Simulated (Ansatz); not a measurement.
Consider SiC in the zinc blende structure (space group F-43m, No. 216).

```yaml
crystal:
  lattice:
    - [0.00000, 2.17817, 2.17817]
    - [2.17817, 0.00000, 2.17817]
    - [2.17817, 2.17817, 0.00000]
  atoms:
    - { symbol: Si, position: [0.00000, 0.00000, 0.00000] }
    - { symbol: C, position: [0.25000, 0.25000, 0.25000] }
```

Cartesian axes are those of the cell as printed.

Computed with Ansatz (a program for electronic structure), r2SCAN, PAW, cutoff 500 eV, spin-orbit coupling left out.

Base values:

```
Item                                   Value
---------------------  ---------------------
Valley order           X along ⟨100⟩ 1.71 eV
Valence-band top at Γ    0.00, 0.00, 0.00 eV
```

One thing is altered: the cell is compressed by 2.50 % along z with no lateral relaxation, atoms relaxed at fixed cell.

Question: How does this affect the valley order and valence-band top at Γ?

Answer: The valley order (the lowest conduction-band minima on the path, energy above the VBM, named in the base's zone) becomes X along [001] 1.42 eV; X along [100] 1.67 eV (base: X along ⟨100⟩ 1.71 eV); the valence-band top at Γ (three highest levels, from the VBM) changes from 0.00, 0.00, 0.00 eV to 0.00, -0.17, -0.17 eV.

The levels and masses belong to the bands next to the band gap. The cells carry an imposed strain or load. Stability against distortions was not tested.
